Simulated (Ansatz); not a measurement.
Consider BN in the zinc blende structure (space group F-43m, No. 216).

```xyz
2
Lattice="0.0000 1.8123 1.8123 1.8123 0.0000 1.8123 1.8123 1.8123 0.0000" Properties=species:S:1:pos:R:3 pbc="T T T"
B      0.0000     0.0000     0.0000
N      0.9062     0.9062     0.9062
```

Cartesian axes are those of the cell as printed.

Method: Ansatz (an electronic-structure program), PBE, PAW, cutoff 420 eV, no spin-orbit coupling.

Modification: every lattice vector is shortened by 1.50 %, atoms relaxed at fixed cell.

Predict the stress tensor and what it implies for the stiffness.

Stress of the strained cell less that of the base (GPa, compression positive):
```
  18.31    0.00    0.00
   0.00   18.31    0.00
   0.00    0.00   18.31
```

Then B = −ΔP/(ΔV/V₀) with ΔV/V₀ = -0.0443 gives secant stiffness values (nonlinear terms included at this strain): B ≈ 413 GPa.

As a check, the harmonic strain energy −½ V₀ Δσ:ε is 15 meV/atom; the computed energy rise is 15 meV/atom.

Whether these cells are dynamically stable was not tested.
